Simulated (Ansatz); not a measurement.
**Zr: pressure series**

Take Zr in the hcp (Mg type) structure (space group P6_3/mmc, No. 194; a = 3.2316 Å, c = 5.1736 Å) as the base.

Cell and atoms are relaxed at each pressure.

Levels (all Ansatz, a quantum-chemistry and plane-wave program, PAW, earlier PAW set): PBE (420 eV, scalar-relativistic without spin-orbit coupling); PBEsol (420 eV, scalar-relativistic without spin-orbit coupling).

The base cell above is that of PBE; each level relaxes its own structures.

| case | c/a ratio, PBE | c/a ratio, PBEsol |
|---|---|---|
| pressure −2 GPa | 1.599 | (withheld) |
| pressure −1 GPa | 1.600 | 1.606 |
| pressure 1.8 GPa | 1.603 | (withheld) |
| pressure 4.2 GPa | 1.606 | 1.615 |
| pressure 9 GPa | 1.615 | (withheld) |
| pressure 18 GPa | 1.635 | 1.653 |
| pressure 30 GPa | 1.671 | (withheld) |
| pressure 45 GPa | 1.719 | 1.755 |
| pressure 60 GPa | 1.761 | 1.781 |

Task: Some entries are withheld; estimate them.

Result: 
- pressure −2 GPa, c/a ratio, PBEsol: 1.604
- pressure 1.8 GPa, c/a ratio, PBEsol: 1.610
- pressure 9 GPa, c/a ratio, PBEsol: 1.626
- pressure 30 GPa, c/a ratio, PBEsol: 1.700

PBE lies below PBEsol in every row, by 0.005 to 0.037. They put the cases in the same order.

Load acts through the strain it causes; cell and atoms are relaxed under it. Stability against distortions was not tested. All final runs are without spin polarisation. Measured, Zr leaves this structure (for the ω phase) near 3 GPa (temperature not stated; as listed in C. Cazorla, D. Alfè, M. J. Gillan, Physical Review B (2008)).
